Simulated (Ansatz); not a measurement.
Consider Ge-vacancy pair (Ge on one host Ga site, one Ga site vacant) in wurtzite GaN, charge state -2. Computed with PBE, PAW (plane waves to 420 eV; Ansatz, an electronic-structure program).

Settings: 72 host sites, the relaxed PBE lattice, one k-point at (0.125, 0.250, 0.250), smearing 0.01 eV, spin-restricted, no image-charge correction. Static, classical nuclei. The charge state is imposed; whether it is stable for some Fermi level was not computed. Forms of the defect that were not tried may lie lower. The start lies 0.083 eV above the lowest site run (PBE).

Barriers: single points on a 2×2×2 k-point mesh shifted by half a step along c at the bands' geometries (they differ from the bands' own by up to 0.06 eV, and are uncertain by about as much).

The step: a nearby Ga atom hops onto the vacant site (Ge-vacancy distance between ideal sites 3.21 Å throughout); the atom moves 3.15 Å along (-0.98, 0.00, 0.00) of the unit cell; the moving atom starts with neighbours N at 1.90, 2 N at 1.97, N at 1.99 Å and ends with N at 1.90, 2 N at 1.97, N at 1.99 Å.

Task: Estimate the migration barrier of this step that PBE, PAW returns for this input.

Result: 2.16 eV, the same both ways. At the saddle the moving atom has neighbours N at 1.86, N at 2.24, N at 2.26, 2 N at 2.31 Å. The program found a first-order saddle point.
